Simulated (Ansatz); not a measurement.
Si (Fmmm, No. 69, 4 atoms in the cell; start mp-109; another form than the element's usual one), treated with LDA in Ansatz (plane waves, PAW).

Settings: plane-wave cutoff 520 eV, 16×16×16 k mesh, Fermi–Dirac smearing 0.05 eV, scalar-relativistic PAW data made under PBE.

Cell (relaxed at this level):

```cif
data_Si4
_chemical_formula_sum 'Si4'
_space_group_name_H-M_alt 'P 1'
_space_group_IT_number 1
_cell_length_a 5.27866
_cell_length_b 5.16935
_cell_length_c 3.60390
_cell_angle_alpha 71.462
_cell_angle_beta 68.199
_cell_angle_gamma 40.339
loop_
_space_group_symop_operation_xyz
  'x, y, z'
loop_
_atom_site_label
_atom_site_type_symbol
_atom_site_fract_x
_atom_site_fract_y
_atom_site_fract_z
_atom_site_occupancy
Si1 Si 0.72968 0.27032 0.72968 1
Si2 Si 0.27032 0.72968 0.27032 1
Si3 Si 0.77328 0.77328 0.22672 1
Si4 Si 0.22672 0.22672 0.77328 1
```

Task: Predict the bulk modulus B0.

Result: 
bulk modulus B0: 104 GPa

The run finds no gap.

Note: the bulk modulus is −V dP/dV from two relaxed cells at ±2 % in volume; the relaxation could not lower the start's symmetry, so the cell can be a saddle point above a distorted one.

Computing time: about 5 core-minutes (a rough figure).

A start named mp-… is a Materials Project structure, which need not be a measured phase.

Ansatz is a quantum-chemistry and plane-wave program.
